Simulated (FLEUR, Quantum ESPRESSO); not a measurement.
A Quantum ESPRESSO input for a self-consistent single point of Cr2TeSe (P-6m2, 4 atoms in the cell) (DFT, PBEsol, plane waves, PseudoDojo standard norm-conserving (PBESOL) pseudopotentials):

```fortran
&control
  calculation = 'scf'
  prefix = 'run'
  outdir = './tmp/'
  pseudo_dir = './'
  tprnfor = .true.
  tstress = .true.
/
&system
  ibrav = 4
  A = 3.961389784
  C = 6.337770000
  nat = 4
  ntyp = 3
  ecutwfc = 95
  occupations = 'smearing'
  smearing = 'fd'
  degauss = 0.0073499
  nspin = 2
  starting_magnetization(1) = 0.214
/
&electrons
  conv_thr = 1.0e-11
  mixing_beta = 0.3
/
ATOMIC_SPECIES
Cr    51.9961  Cr.upf
Te   127.6000  Te.upf
Se    78.9710  Se.upf
ATOMIC_POSITIONS angstrom
Cr    1.980694892    1.143554729    1.506804817
Cr    1.980694892    1.143554729    4.830965182
Te    0.000000000    0.000000000    3.168885000
Se    0.000000000    2.287109458    0.000000000
K_POINTS automatic
6 6 3  0 0 0
```

Q: Give the FLEUR input for the same structure, mesh, smearing and functional.

A: One input that does it (others would too):

Input of the input generator:

```
scf Cr2TeSe
&input film=f /
1.0000000000 0.0000000127 0.0000000000
-0.5000000110 0.8660253975 0.0000000000
0.0000000000 0.0000000000 1.5998854810
7.4859417645
1.0 1.0 1.0

4
24 0.6666667500 0.3333332500 0.2377500000 : 3.00
24 0.6666667500 0.3333332500 0.7622500000 : 3.00
52 0.0000000833 -0.0000000833 0.5000000000 : 0.00
34 0.3333334167 0.6666665833 -0.0000000000 : 0.00

&comp jspins=2 /
&exco xctyp='PBEs' /
&kpt div1=6 div2=6 div3=3 gamma=t /
&end /
```

```xml
<?xml version="1.0" encoding="UTF-8" standalone="no"?>
<fleurInput fleurInputVersion="0.39">
   <comment>
      scf Cr2TeSe                                                                                         
   </comment>
   <calculationSetup>
      <cutoffs Kmax="4.2" Gmax="14.7" GmaxXC="14.7" numbands="0"/>
      <scfLoop itmax="80" minDistance="0.00001" maxIterBroyd="99" imix="Anderson" alpha="0.05" precondParam="0.0" spinf="2.0"/>
      <coreElectrons ctail="T" frcor="F" kcrel="0" coretail_lmax="0"/>
      <xcFunctional name="PBEs" relativisticCorrections="F"/>
      <magnetism jspins="2"/>
      <soc l_soc="F" theta="0.0" phi="0.0" spav="F"/>
      <expertModes spex="0" secvar="F"/>
      <geometryOptimization l_f="T" forcealpha="1.0" forcemix="BFGS" epsdisp="0.00001" epsforce="0.00001"/>
      <ldaU l_linMix="F" mixParam="0.05" spinf="1.0"/>
   </calculationSetup>
   <cell>
      <bzIntegration valenceElectrons="60.0" mode="hist" fermiSmearingEnergy="0.00367493">
         <kPointListSelection listName="default-1"/>
         <!-- k-points included here -->
         <xi:include xmlns:xi="http://www.w3.org/2001/XInclude" href="kpts.xml"> </xi:include>
      </bzIntegration>
      <!-- symmetry operations included here -->
      <xi:include xmlns:xi="http://www.w3.org/2001/XInclude" href="sym.xml"> </xi:include>
      <bulkLattice scale="1.0">
         <bravaisMatrix>
            <row-1>    7.4859417644999997     0.0000000950714604     0.0000000000000000</row-1>
            <row-2>   -3.7429709645953593     6.4830156922629634     0.0000000000000000</row-2>
            <row-3>    0.0000000000000000     0.0000000000000000    11.9766495406350710</row-3>
         </bravaisMatrix>
      </bulkLattice>
   </cell>
   <atomSpecies>
      <species name="Chromium (3.000" element="Cr" atomicNumber="24">
         <mtSphere radius="2.41" gridPoints="833" logIncrement="0.015"/>
         <atomicCutoffs lmax="10" lnonsphr="8"/>
         <electronConfig flipSpins="F">
            <coreConfig>(1s1/2) (2s1/2) (2p1/2) (2p3/2)</coreConfig>
            <valenceConfig>(3s1/2) (3p1/2) (3p3/2) (4s1/2) (3d3/2) (3d5/2)</valenceConfig>
            <stateOccupation state="(4s1/2)" spinUp="0.5" spinDown="0.5"/>
            <stateOccupation state="(3d3/2)" spinUp="1.0" spinDown="1.0"/>
            <stateOccupation state="(3d5/2)" spinUp="3.0" spinDown="0.0"/>
         </electronConfig>
         <energyParameters s="4" p="4" d="3" f="4"/>
         <lo type="SCLO" l="0" n="3" eDeriv="0"/>
         <lo type="SCLO" l="1" n="3" eDeriv="0"/>
      </species>
      <species name="Tellurium (Te)" element="Te" atomicNumber="52">
         <mtSphere radius="2.58" gridPoints="889" logIncrement="0.015"/>
         <atomicCutoffs lmax="10" lnonsphr="8"/>
         <electronConfig flipSpins="F">
            <coreConfig>(1s1/2) (2s1/2) (2p1/2) (2p3/2) (3s1/2) (3p1/2) (3p3/2) (4s1/2) (3d3/2) (3d5/2) (4p1/2) (4p3/2)</coreConfig>
            <valenceConfig>(5s1/2) (4d3/2) (4d5/2) (5p1/2) (5p3/2)</valenceConfig>
            <stateOccupation state="(5p1/2)" spinUp="0.6666666667" spinDown="0.6666666667"/>
            <stateOccupation state="(5p3/2)" spinUp="1.333333333" spinDown="1.333333333"/>
         </electronConfig>
         <energyParameters s="5" p="5" d="5" f="4"/>
         <lo type="SCLO" l="2" n="4" eDeriv="0"/>
      </species>
      <species name="Selenium (Se)" element="Se" atomicNumber="34">
         <mtSphere radius="2.41" gridPoints="833" logIncrement="0.015"/>
         <atomicCutoffs lmax="10" lnonsphr="8"/>
         <electronConfig flipSpins="F">
            <coreConfig>(1s1/2) (2s1/2) (2p1/2) (2p3/2) (3s1/2) (3p1/2) (3p3/2)</coreConfig>
            <valenceConfig>(4s1/2) (3d3/2) (3d5/2) (4p1/2) (4p3/2)</valenceConfig>
            <stateOccupation state="(4p1/2)" spinUp="0.6666666667" spinDown="0.6666666667"/>
            <stateOccupation state="(4p3/2)" spinUp="1.333333333" spinDown="1.333333333"/>
         </electronConfig>
         <energyParameters s="4" p="4" d="3" f="4"/>
         <lo type="HELO" l="2" n="4" eDeriv="0"/>
      </species>
   </atomSpecies>
   <atomGroups>
      <atomGroup species="Chromium (3.000">
         <relPos label="                   1">-1.000/3.000 1.000/3.000 .2377500000</relPos>
         <relPos label="                   2">-1.000/3.000 1.000/3.000 -.2377500000</relPos>
         <force calculate="T" relaxXYZ="TTT"/>
      </atomGroup>
      <atomGroup species="Tellurium (Te)">
         <relPos label="                   3">.0000000000 .0000000000 1.000/2.000</relPos>
         <force calculate="T" relaxXYZ="TTT"/>
      </atomGroup>
      <atomGroup species="Selenium (Se)">
         <relPos label="                   4">1.000/3.000 -1.000/3.000 .0000000000</relPos>
         <force calculate="T" relaxXYZ="TTT"/>
      </atomGroup>
   </atomGroups>
   <output dos="F" band="F" slice="F">
      <checks vchk="F" cdinf="F"/>
      <bandDOS minEnergy="-.5*Htr" maxEnergy="0.5*Htr" sigma="0.015" storeEVData="T"/>
      <vacuumDOS vacdos="F" integ="F" star="F" nstars="0" locx1="0.0" locy1="0.0" locx2="0.0" locy2="0.0" nstm="0" tworkf="0.0"/>
      <unfoldingBand unfoldBand="F" supercellX="1" supercellY="1" supercellZ="1"/>
      <plotting iplot="0" polar="F">
         <plot TwoD="T" vec1="  1.0  0.0  0.0" vec2="  0.0  1.0  0.0" vec3="  0.0  0.0  1.0" zero="  0.0  0.0  0.0" file="plot"/>
      </plotting>
      <chargeDensitySlicing numkpt="0" minEigenval="0.0" maxEigenval="0.0" nnne="0" pallst="F"/>
      <specialOutput eonly="F"/>
      <magneticCircularDichroism mcd="F" energyLo="-10.0" energyUp="0.0"/>
   </output>
  <!-- We include the file relax.xml here to enable relaxations (see documentation) -->
  <xi:include xmlns:xi="http://www.w3.org/2001/XInclude" href="relax.xml"> <xi:fallback/> </xi:include>
</fleurInput>
```

Basis settings and potentials, where a program has them, do not carry over. This input uses DFT, PBEsol, all-electron FLAPW (FLEUR), scalar-relativistic valence.

The starting cell comes from a database of computed structures (which also holds hypothetical and non-ambient phases and stackings), without a prior relaxation at this level.
